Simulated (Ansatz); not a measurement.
Phonon-limited resistivity of YCu4In (F-43m) against temperature in μΩ·cm, Ansatz (an electronic-structure program) with PBEsol, DFPT electron-phonon coupling, linearised Boltzmann equation, harmonic crystal at a fixed cell.

```csv
T,ρ
77 K,7.4
100 K,…
150 K,…
200 K,22
250 K,26
273 K,27
300 K,28
```

Q: Complete the blanks.

A: 
- 100 K, ρ: 11.0
- 150 K, ρ: 17.5

A metal at this level (no band gap). Only scattering by harmonic phonons is included (no impurities, grain boundaries, electron-electron scattering or thermal expansion). Spin-orbit coupling is left out. Few carriers conduct, so the values hang on small band overlaps. Halving the electron mesh (20x20x20) moves the resistivity by up to 11 %. Smearing 0.20 eV; phonons on a 4x4x4 q mesh, which this run doesn't test and which matters most at low temperature.

Computed structure with no diffraction record at hand here (it may be known, metastable or hypothetical): YCu4In (F-43m).
